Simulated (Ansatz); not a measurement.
Be3N2 (Ia-3, No. 206), treated with rVV10 (PAW; Ansatz, a program for electronic structure).

Settings: plane-wave cutoff 520 eV, 6×6×6 k mesh, Fermi–Dirac smearing 0.01 eV, scalar-relativistic PAW data made under PBE.

The direct gap at Γ against volume; x = 100 ln(V/6.819 Å³). One gap is withheld.

```csv
V (Å³/atom),x,gap (eV)
6.546,-4.09,?
6.683,-2.01,3.532
6.819,0.00,3.507
6.956,1.99,3.483
7.092,3.93,3.458
```

Q: Fit a straight line to the rows shown, give the volume deformation potential and predict the withheld gap.

A: Means of the 4 rows: x̄ = 0.978, ȳ = 3.4950 eV. Σ(x − x̄)(y − ȳ) = -0.2437 and Σ(x − x̄)² = 19.623, so the slope is -0.0124 eV per unit of x, and dE_g/d ln V = -1.2 eV. At x = -4.09: 3.4950 + (-0.0124) × (-4.09 − (0.978)) = 3.558 eV. The run gives 3.556 eV, 0.002 eV below the line.
